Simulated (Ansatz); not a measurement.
rocksalt MgO (Fm-3m) under hydrostatic pressure

Cell and atoms are relaxed with PBEsol to each stress (compression positive); bands and masses by PBE, rigid bands (plane waves, PAW, scalar-relativistic; Ansatz, a program for electronic structure).

```cif
data_MgO
_chemical_formula_sum 'Mg1 O1'
_space_group_name_H-M_alt 'P 1'
_space_group_IT_number 1
_cell_length_a 2.97985
_cell_length_b 2.97985
_cell_length_c 2.97985
_cell_angle_alpha 60.000
_cell_angle_beta 60.000
_cell_angle_gamma 60.000
loop_
_space_group_symop_operation_xyz
  'x, y, z'
loop_
_atom_site_label
_atom_site_type_symbol
_atom_site_fract_x
_atom_site_fract_y
_atom_site_fract_z
_atom_site_occupancy
Mg1 Mg 0.00000 0.00000 0.00000 1
O1 O 0.50000 0.50000 0.50000 1
```

```json
[
 {"stress (GPa)": "-9.00", "ln(V/V₀) (%)": "6.54", "gap (eV)": "4.123", "mean mₑ*": "0.33"},
 {"stress (GPa)": "-6.00", "ln(V/V₀) (%)": "4.15", "gap (eV)": "4.338", "mean mₑ*": "0.34"},
 {"stress (GPa)": "-3.00", "ln(V/V₀) (%)": "1.98", "gap (eV)": "4.541", "mean mₑ*": "0.35"},
 {"stress (GPa)": "0", "ln(V/V₀) (%)": "0", "gap (eV)": "4.730", "mean mₑ*": "0.36"},
 {"stress (GPa)": "3.00", "ln(V/V₀) (%)": "-1.83", "gap (eV)": "4.909", "mean mₑ*": "0.36"},
 {"stress (GPa)": "6.00", "ln(V/V₀) (%)": "-3.54", "gap (eV)": "5.081", "mean mₑ*": "0.37"},
 {"stress (GPa)": "12.00", "ln(V/V₀) (%)": "-6.64", "gap (eV)": "5.400", "mean mₑ*": "0.38"},
 {"stress (GPa)": "18.00", "ln(V/V₀) (%)": "-9.41", "gap (eV)": "5.695", "mean mₑ*": "0.39"}
]
```

 Masses are conductivity masses at 300 K in electron masses, harmonic means over x, y and z.

Question: Estimate the bulk modulus from the two loads next to zero.

Answer: B ≈ −Δp/Δln V = 6.00 GPa/3.81 % = 157 GPa (PBEsol), a mean over this interval.

Question: How fast does the gap move on either side of zero load?

Answer: Under tension, (4.541 − 4.730) eV over -3.00 GPa = 63 meV/GPa, or about -9.5 eV per unit ln V; under compression, (4.909 − 4.730) eV over 3.00 GPa = 60 meV/GPa, or about -9.8 eV per unit ln V. The two slopes part by 3 meV/GPa; gaps are resolved to about 0.01 eV, which allows 7 meV/GPa, so these rows don't tell them apart.

Masses are those of dilute carriers in rigid bands with one relaxation time, without polarons. Third decimals of gaps are kept for the arithmetic. Spin-orbit coupling is left out. Every relaxation keeps the rocksalt phase (space group Fm-3m under this load), so a transition, a distortion that breaks the symmetry or fracture can't show.
